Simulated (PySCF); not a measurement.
PySCF 2.14.0, unrestricted BP86/def2-svp, df: dimethyl telluride cation (C[Te]C), charge +1, multiplicity 2, 9 atoms. The geometry is a generated start, not checked to be a minimum at this level.

```yaml
task: energy
method: bp86
basis: def2-svp
two_electron_scheme: density fitting
mol.max_memory: 3000 MB
mf.max_cycle: 100
mf.init_guess: minao (default)
mf.DIIS: CDIIS (default)
mf.diis_space: 8 (default)
mf.conv_tol: 1e-09 (default)
mf.grids.level: 3 (default)
effective_core_potentials: those of the basis set, past Kr
basis_functions: 84
grid_points: 109048
```

```xyz
9

C      1.5916    -0.0970     0.0196
Te     0.0569     0.6568    -1.3221
C     -1.5929     0.1010    -0.0242
H      2.0644    -0.9693    -0.4133
H      2.3406     0.6646     0.1868
H      1.1366    -0.3642     0.9633
H     -1.2103    -0.5318     0.7658
H     -2.3427    -0.4420    -0.5880
H     -2.0441     0.9818     0.4121
```

Charge 1 and multiplicity 2 are set for this test and not shown to be the ground state.

One run each on 2 threads, 1 BLAS thread. Values of level_shift (Hartree) tried: 0 (default), 0.1, 0.3, 1.

Task: Which value of level_shift (Hartree) needs the fewest Fock builds, and what happens away from it?

Result: Fewest Fock builds, within one of each other: 0 (default) with 15, 0.1 with 15. The count rises to 78 at 1. All converge to one solution.

```json
[
 {"level_shift (Hartree)": "0 (default)", "Fock builds": "15", "end": "same solution"},
 {"level_shift (Hartree)": "0.1", "Fock builds": "15", "end": "same solution"},
 {"level_shift (Hartree)": "0.3", "Fock builds": "21", "end": "same solution"},
 {"level_shift (Hartree)": "1", "Fock builds": "78", "end": "same solution"}
]
```
